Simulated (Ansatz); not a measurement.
The starting structures come from a database of crystals and need not be the phases stable at ambient conditions.

 Where the default PAW files enter, the runs use the earlier of Ansatz's two default sets.

Here is the system:

```xyz
16
Lattice="4.8001 0.0000 0.0000 0.0000 7.0065 0.0000 0.0000 0.0000 5.9332" Properties=species:S:1:pos:R:3 pbc="T T T"
Tl     0.1931     5.2548     3.7367
Tl     4.6070     1.7516     2.1965
Tl     2.5931     1.7516     5.1631
Tl     2.2070     5.2548     0.7701
F      3.1563     3.0355     0.9706
F      1.6437     3.9709     4.9626
F      0.7563     3.9709     1.9960
F      4.0438     3.0355     3.9372
F      4.0438     0.4677     3.9372
F      0.7563     6.5388     1.9960
F      1.6437     6.5388     4.9626
F      3.1563     0.4677     0.9706
F      1.7862     1.7516     3.1668
F      3.0139     5.2548     2.7664
F      4.1862     5.2548     5.7330
F      0.6139     1.7516     0.2002
```

Space group of this cell: Pnma. The cell is taken as given.

Transport runs along the normal of the first two printed cell vectors.

No gap correction and no spin-orbit coupling; mid-gap values are interpolated between computed energies.

Q: Estimate the band gap and the smallest decay constant κ at mid-gap that r2SCAN in Ansatz (a first-principles code) returns for this system.

A: Gap 1.92 eV on a 6×4×6 mesh; κ = 0.226 1/Å, at the zone centre.
